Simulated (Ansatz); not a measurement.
CsSnI3 under a change: pressure 7.5 GPa

Consider CsSnI$_{3}$ in the cubic perovskite structure (space group Pm-3m, No. 221; a = 6.0305 Å).

Perturbation: a hydrostatic pressure of 7.5 GPa.

Level of theory: LDA (Ansatz, an electronic-structure program; PAW; 420 eV plane waves; spin-orbit coupling left out). Settings: 8×8×8 k-points, 0.05 eV Fermi–Dirac smearing.

The density grows by 1.14 g/cm³, from 4.79 g/cm³ to 5.93 g/cm³ and the enthalpy H = E + PV relative to the base's energy comes out as +1.82 eV/atom. The band gap is still zero.

Final structure:

```xyz
5
Lattice="5.6163 0.0000 0.0000 0.0000 5.6163 0.0000 0.0000 0.0000 5.6163" Properties=species:S:1:pos:R:3 pbc="T T T"
Cs     0.0000     0.0000     0.0000
Sn     2.8081     2.8081     2.8081
I      2.8081     0.0000     2.8081
I      0.0000     2.8081     2.8081
I      2.8081     2.8081     0.0000
```

With I present, leaving out spin-orbit coupling can change the band edges. Load acts through the strain it causes; cell and atoms are relaxed under it. No phonon test of stability was made. No other phases were tried under pressure. All final runs are without spin polarisation. Many cubic perovskites are stable only at high temperature; tilts and polar distortions were not tested. A zero or small gap of CsSnI3 can be the functional's error rather than a property of the material.
